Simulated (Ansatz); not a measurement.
Terminations of the (0001) surface of hcp Ti, measured from the surface 'clean 1x1'. Atoms come from or go to: Ag: fcc Ag, Au: fcc Au, Mg: hcp Mg, Os: hcp Os, Pb: fcc Pb, Re: hcp Re, Ru: hcp Ru, Se: trigonal Se, Ti: hcp Ti, Zr: hcp Zr. ΔE is the energy of forming the row's surface from that one (negative: more stable at these reservoirs); the vacuum level's shift is aligned on the shared bottom. No zero-point or thermal terms. These are constructed structures in small cells; real faces may alloy, dewet or reconstruct in larger ones, and not all known structures of the face are among them. Slabs of about 12 Å with all that they carry, Fermi-Dirac smearing of 0.1 eV. Bottom of the slabs: a bare face, its two planes held. Relaxed from the named starts with such symmetry as they have, on meshes of like density; energies extrapolated to zero smearing; no spin-orbit coupling, no U. Spin-polarised runs, if any, are marked in brackets, and their order is one that fits the cell; the others ran without spin. A dash marks a value that is undefined for that row (no clear gap, or no work function of a gapped slab) or was not read reliably on its mesh.

Calculation: PBE (plane waves to 420 eV, PAW; Ansatz, a program for electronic structure).

```tsv
surface	atoms added per 1x1	ΔE per 1x1 (eV)	shift of the vacuum level (eV)	work function (eV)
p(2x2) layer of Se, one a cell, on the site that continues the host's stacking	+0.25 Se	-0.79	0.32	4.71
a layer of Ag in place of the second plane	+1 Ag, -1 Ti	?	-0.18	4.21
a pseudomorphic layer of Mg in the host's stacking	+1 Mg	-0.33	-0.17	4.21
a layer of Mg in place of the second plane	+1 Mg, -1 Ti	0.50	-0.12	4.26
a pseudomorphic layer of Re in the other hollow	+1 Re	0.58	0.10	4.49
a layer of Au in place of the third plane	+1 Au, -1 Ti	?	-0.03	4.36
a pseudomorphic layer of Au in the host's stacking	+1 Au	?	-0.28	4.11
(√3x√3)R30° layer of Pb, one a cell, on the site that continues the host's stacking	+0.333 Pb	-0.31	0.04	4.43
a layer of Re in place of the second plane	+1 Re, -1 Ti	0.09	-0.24	4.16
a layer of Ru in place of the third plane	+1 Ru, -1 Ti	-0.52	0.07	4.47
a pseudomorphic layer of Zr in the host's stacking	+1 Zr	?	0.07	4.46
a pseudomorphic layer of Os in the other hollow	+1 Os	?	0.12	4.51
```

Problem. Some entries are withheld; supply them.

Solution. 
- a layer of Ag in place of the second plane, ΔE per 1x1 (eV): 0.39
- a layer of Au in place of the third plane, ΔE per 1x1 (eV): -0.44
- a pseudomorphic layer of Au in the host's stacking, ΔE per 1x1 (eV): -0.93
- a pseudomorphic layer of Zr in the host's stacking, ΔE per 1x1 (eV): 0.10
- a pseudomorphic layer of Os in the other hollow, ΔE per 1x1 (eV): 0.03
